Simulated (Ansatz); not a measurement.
Defect migration in polar orthorhombic HfO2: interstitial Na, charge state +1. Level of theory: PBE, PAW (plane waves to 420 eV; Ansatz, a program for electronic structure).

Cell of 96 host sites held at the relaxed PBE lattice; the Γ point alone; Fermi-Dirac width 0.01 eV, spin-restricted; finite-size errors left in. Static, classical nuclei. Spin-orbit coupling is left out. The host's phase is taken as given; its stability against other phases was not computed. The charge state is imposed; whether it is stable for some Fermi level was not computed. Sites that were not tried may lie lower.

Barriers: single points on a 2×2×2 k-point mesh shifted by half a step at the bands' geometries (they differ from the bands' own by up to 0.08 eV, and are uncertain by about as much).

Relaxed starting cell (atoms counted from 1):

```
Hf32NaO64
1.0
   10.58774     0.00000     0.00000
    0.00000    10.13816     0.00000
    0.00000     0.00000    10.20243
Hf O Na
32 64 1
Direct
  0.26677   0.36893   0.12596
  0.26587   0.36669   0.63118
  0.26946   0.86644   0.12145
  0.27024   0.87503   0.65157
  0.76593   0.36700   0.12855
  0.76554   0.36624   0.62938
  0.76427   0.86562   0.12623
  0.76108   0.87025   0.63387
  0.48583   0.36933   0.37920
  0.48523   0.36592   0.88028
  0.48705   0.86960   0.37948
  0.49100   0.86665   0.88125
  0.98019   0.36692   0.37846
  0.98307   0.36598   0.87995
  0.96319   0.86550   0.38029
  0.98386   0.86674   0.87887
  0.23732   0.14957   0.37442
  0.23178   0.13742   0.88113
  0.22906   0.62192   0.38313
  0.23306   0.63077   0.87896
  0.73301   0.13688   0.37874
  0.73422   0.13409   0.88033
  0.72933   0.63095   0.37982
  0.73513   0.63062   0.88045
  0.01634   0.12951   0.13129
  0.01695   0.13220   0.62706
  0.01701   0.63435   0.12839
  0.01072   0.63084   0.63113
  0.51449   0.13100   0.13170
  0.51709   0.13413   0.62908
  0.51420   0.63453   0.13010
  0.51443   0.63159   0.63159
  0.43220   0.46726   0.05655
  0.42800   0.47182   0.55331
  0.43683   0.96464   0.05406
  0.43198   0.97004   0.55763
  0.93201   0.46661   0.05729
  0.92879   0.46760   0.55398
  0.93257   0.96469   0.05800
  0.92815   0.96770   0.55732
  0.31629   0.46597   0.30515
  0.31881   0.46632   0.80635
  0.32948   0.98792   0.28803
  0.32244   0.96828   0.81778
  0.81411   0.46474   0.30789
  0.81825   0.46597   0.80587
  0.81260   0.96863   0.30316
  0.81832   0.96674   0.80995
  0.06921   0.02978   0.31210
  0.07167   0.02990   0.80213
  0.06525   0.53096   0.30436
  0.06757   0.53238   0.80824
  0.56937   0.03679   0.30839
  0.57070   0.03171   0.80305
  0.56401   0.53623   0.30663
  0.56772   0.53270   0.80716
  0.18109   0.03326   0.05481
  0.18624   0.03354   0.55761
  0.18174   0.53389   0.05495
  0.17932   0.53031   0.55897
  0.68157   0.03280   0.05607
  0.68137   0.03434   0.55494
  0.68142   0.53315   0.05754
  0.67910   0.53187   0.55748
  0.13467   0.27041   0.25130
  0.13447   0.26898   0.75368
  0.13949   0.76478   0.25021
  0.13610   0.76612   0.75305
  0.63534   0.27073   0.25464
  0.63585   0.26904   0.75545
  0.63515   0.77097   0.25605
  0.63719   0.76633   0.75692
  0.11379   0.26719   0.00381
  0.11450   0.26911   0.50234
  0.11610   0.76926   0.00173
  0.09197   0.75592   0.49864
  0.61334   0.26679   0.00544
  0.61425   0.27019   0.50475
  0.61665   0.76740   0.00621
  0.60476   0.76645   0.50658
  0.36381   0.23138   0.00472
  0.36513   0.23554   0.50375
  0.36658   0.72908   0.00308
  0.34760   0.74434   0.50373
  0.86453   0.23081   0.00492
  0.86423   0.23183   0.50478
  0.86582   0.73061   0.00374
  0.84907   0.73634   0.50531
  0.38715   0.23958   0.25312
  0.38561   0.23108   0.75457
  0.38649   0.73813   0.25531
  0.38858   0.73412   0.75611
  0.88542   0.23004   0.25461
  0.88647   0.23005   0.75409
  0.88134   0.72779   0.25368
  0.88557   0.73247   0.75464
  0.20989   0.88799   0.40277
```
Cell charge +1.

End state 1 differs by these moves (Å; atoms that move under 0.08 Å are left out):

```tsv
atom	element	Δx	Δy	Δz
3	Hf	-0.04	0.00	0.08
4	Hf	0.17	-0.10	-0.22
7	Hf	-0.06	0.01	0.05
15	Hf	0.18	0.01	-0.09
16	Hf	-0.05	0.08	0.23
17	Hf	-0.04	-0.21	0.07
19	Hf	0.04	0.12	-0.05
26	Hf	-0.05	0.17	-0.03
28	Hf	0.10	-0.09	0.02
34	O	0.08	-0.07	0.05
35	O	-0.06	0.02	0.06
39	O	-0.06	0.03	0.10
40	O	-0.09	0.20	-0.20
43	O	-0.13	-0.24	0.20
44	O	-0.01	-0.01	-0.11
49	O	-0.01	0.03	-0.07
50	O	-0.09	0.03	0.06
58	O	-0.06	-0.04	0.05
64	O	0.07	0.04	-0.01
68	O	0.23	-0.11	-0.04
72	O	0.08	0.00	0.00
76	O	0.19	0.09	0.02
80	O	0.10	0.04	0.00
84	O	0.22	-0.17	0.00
88	O	0.15	0.02	0.00
89	O	-0.02	-0.09	0.02
91	O	-0.03	-0.08	-0.01
92	O	0.13	0.02	-0.01
96	O	0.17	0.12	-0.01
97	Na	-1.80	0.00	2.55
```

**Question.** What forward and backward barriers to end state 1 does PBE, PAW give?

**Answer.** forward 1.56 eV, backward 1.56 eV; at the saddle point atom 97 has neighbours Hf at 2.41, Hf at 2.48; O at 2.00, O at 2.04, O at 2.12, O at 2.32, O at 2.36 Å. The saddle point's order was not checked.

End state 2 differs by these moves (Å; atoms that move under 0.08 Å are left out):

| atom | element | Δx | Δy | Δz |
|---|---|---|---|---|
| 3 | Hf | -0.05 | 0.02 | 0.10 |
| 4 | Hf | -0.03 | -0.10 | -0.23 |
| 8 | Hf | 0.06 | -0.03 | -0.07 |
| 13 | Hf | -0.01 | 0.11 | 0.05 |
| 15 | Hf | 0.26 | -0.16 | -0.06 |
| 17 | Hf | 0.00 | -0.20 | 0.05 |
| 18 | Hf | 0.10 | -0.04 | 0.00 |
| 19 | Hf | 0.07 | 0.09 | -0.04 |
| 21 | Hf | -0.21 | -0.03 | 0.02 |
| 25 | Hf | 0.04 | 0.04 | -0.10 |
| 26 | Hf | 0.04 | -0.08 | 0.25 |
| 30 | Hf | -0.06 | -0.05 | 0.05 |
| 40 | O | 0.09 | -0.01 | 0.00 |
| 43 | O | -0.10 | -0.25 | 0.21 |
| 44 | O | -0.02 | 0.00 | -0.15 |
| 47 | O | 0.07 | 0.01 | 0.09 |
| 48 | O | 0.04 | 0.03 | -0.08 |
| 49 | O | 0.11 | -0.18 | -0.25 |
| 50 | O | 0.01 | 0.02 | 0.16 |
| 53 | O | -0.07 | -0.06 | -0.05 |
| 65 | O | 0.02 | -0.09 | 0.04 |
| 74 | O | -0.18 | -0.14 | 0.01 |
| 76 | O | 0.25 | 0.08 | 0.05 |
| 78 | O | -0.16 | -0.07 | 0.01 |
| 80 | O | 0.10 | 0.02 | -0.02 |
| 82 | O | -0.11 | -0.02 | 0.03 |
| 84 | O | 0.18 | -0.15 | 0.01 |
| 86 | O | -0.23 | 0.12 | -0.06 |
| 88 | O | 0.17 | -0.06 | -0.03 |
| 89 | O | -0.02 | -0.11 | 0.03 |
| 91 | O | -0.01 | -0.09 | -0.01 |
| 93 | O | 0.05 | 0.05 | -0.05 |
| 97 | Na | -2.64 | 2.27 | 0.00 |

**Question.** Predict the forward and backward barriers to end state 2 from PBE, PAW.

**Answer.** forward 2.51 eV, backward 2.51 eV; at the saddle point atom 97 has neighbours Hf at 2.41, Hf at 2.43; O at 2.01, O at 2.03, O at 2.13, 2 O at 2.49 Å. The saddle point's order was not checked.
